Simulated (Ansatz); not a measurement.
CaZrN₂ (R-3m, No. 166, 4 atoms in the cell; start mp-1029267), treated with LDA in Ansatz (plane waves, PAW).

Run with plane-wave cutoff 520 eV, 12×12×12 k mesh, Fermi–Dirac smearing 0.01 eV, scalar-relativistic PAW data made under PBE.

Cell (relaxed at this level):

Space group R-3m, hexagonal axes (No. 166); a = 3.261 Å, b = 3.261 Å, c = 16.515 Å, α = 90.00°, β = 90.00°, γ = 120.00°

| atom | site | symmetry | x | y | z |
|---|---|---|---|---|---|
| Ca | 3a | -3m | 0.0000 | 0.0000 | 0.0000 |
| Zr | 3b | -3m | 0.0000 | 0.0000 | 0.5000 |
| N | 6c | 3m | 0.0000 | 0.0000 | 0.2388 |
(The calculation used a cell of 4 atoms; values per cell refer to that cell.)

**Question.** Predict the band gap, direct gap at Γ and bulk modulus.

**Answer.** 
- band gap: 0.30 eV (on the SCF k mesh)
- direct gap at Γ: 2.64 eV
- bulk modulus: 188 GPa

Note: the relaxation could not lower the start's symmetry, so the cell can be a saddle point above a distorted one; the bulk modulus is −V dP/dV from two relaxed cells at ±2 % in volume.

Spin–orbit coupling is not included.

A start named mp-… is a Materials Project structure, which need not be a measured phase.

Ansatz is an electronic-structure program.
